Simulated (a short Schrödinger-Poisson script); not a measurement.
Stack: symmetric double-gate stack, SiO2 on p-type Ge(100), at 400 K.

| layer | material | thickness (nm) | Na (cm⁻³) |
|---|---|---|---|
| 1 | SiO2 | 2.9 | - |
| 2 | Ge | 3 | 1e15 |
| 3 | SiO2 | 2.9 | - |

Constants are typed, rounded textbook-type inputs, not results; the design itself was drawn at random and stands for no fabricated device. SiO2: permittivity 3.9, conduction-band edge (eV) 3.1, gap (eV) 9, electron mass (mₑ) 0.5. Ge: permittivity 16, conduction-band edge (eV) 0, gap (eV) 0.664, Nv at 300 K (cm⁻³) 6e18.

Channel valleys (confinement mass, in-plane density-of-states mass, number): L4 0.12, 0.295, 4. At the gates, both at one voltage, the conduction-band edge of layer 1 lies 3.18 eV − eVg above the Fermi level of the channel. Gaps are held at their typed values at every temperature. Mesh 0.03 nm at interfaces.

Solved with a short Schrödinger-Poisson script written for these runs: 1D Poisson equation in equilibrium, electrons quantum, Hartree (BenDaniel-Duke, 12 states a valley, the channel's in-plane mass for all, wave functions free to enter the dielectric), parabolic valleys, classical holes, full ionisation, no traps, pinning or gate leakage.

The same stack at other levels of the model or other numerical settings:

```csv
run,sheet density of all electrons at Vg = 1.5 V (cm⁻²),sheet density of all electrons at Vg = 0.3 V (cm⁻²),capacitance of both gates at Vg = 1.5 V (μF/cm²),gate voltage at 1e11 electrons/cm² (V),rough cost against the base
base,1.73e13,1.73e12,2.16,0.09,about 1
"electrons treated as classical, Boltzmann",1.98e13,___,___,-0.04,0.1
"electrons treated as classical, Fermi-Dirac",1.90e13,3.21e12,2.17,-0.04,0.2
mesh six times as coarse,1.71e13,___,2.16,0.09,0.5
one subband a valley,1.73e13,1.73e12,2.16,0.09,0.4
```

**Question.** Complete the blanks.

**Answer.** 
- electrons treated as classical, Boltzmann, sheet density of all electrons at Vg = 0.3 V (cm⁻²): 3.32e12
- mesh six times as coarse, sheet density of all electrons at Vg = 0.3 V (cm⁻²): 1.62e12
- electrons treated as classical, Boltzmann, capacitance of both gates at Vg = 1.5 V (μF/cm²): 2.28

The classical rows ignore confinement, and Boltzmann statistics overrate the density once the band edge passes the Fermi level.

Only the L valleys are kept; under strong confinement the Δ valleys of Ge fill too.
